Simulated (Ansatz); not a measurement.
## LuAlO₃ (space group P6_3/mmc, No. 194; a cell from a computed database, its experimental status unchecked)

LuAlO3 has the hexagonal space group P6₃/mmc (No. 194), Pearson symbol hP10. Cell: a = 3.366 Å, b = 3.366 Å, c = 11.473 Å, α = 90.00°, β = 90.00°, γ = 120.00°. Lu on 2a is coordinated by 6 O at 2.205 Å and 2 O at 2.868 Å. Al on 2c sees 2 O at 1.828 Å and 3 O at 1.943 Å (trigonal bipyramidal). O1 on 4f has 1 Al at 1.828 Å and 3 Lu at 2.205 Å (tetrahedral). O2 on 2b is coordinated by 3 Al at 1.943 Å and 2 Lu at 2.868 Å (trigonal bipyramidal). (Neighbours: up to the widest gap in distance over summed covalent radii, below 1.35, at either atom; cation-cation and far metal-metal contacts left out.)

Computed with PBEsol (Ansatz, a quantum-chemistry and plane-wave program; PAW; 420 eV plane waves; no spin-orbit coupling). Settings: 11×11×3 k-points, 0.05 eV Fermi–Dirac smearing.

```json
{
 "volume_per_atom": "11.26 Å³",
 "density": "7.37 g/cm³",
 "band_gap": "3.41 eV, indirect, K → Γ",
 "electron_mass": "0.43 mₑ along c, 0.33 mₑ across",
 "hole_mass": "0.87 mₑ along c, 1.4 mₑ across",
 "Lowest conduction-band minima above the VBM": "Γ 3.41 eV; M (1/2, 0, 0) 4.70 eV",
 "total_energy": "-3365.481 eV/atom (σ→0; compares only within this code and set-up)"
}
```

Masses are band curvatures over ±0.01 Å⁻¹ around the edge. No phonon test of stability was made.
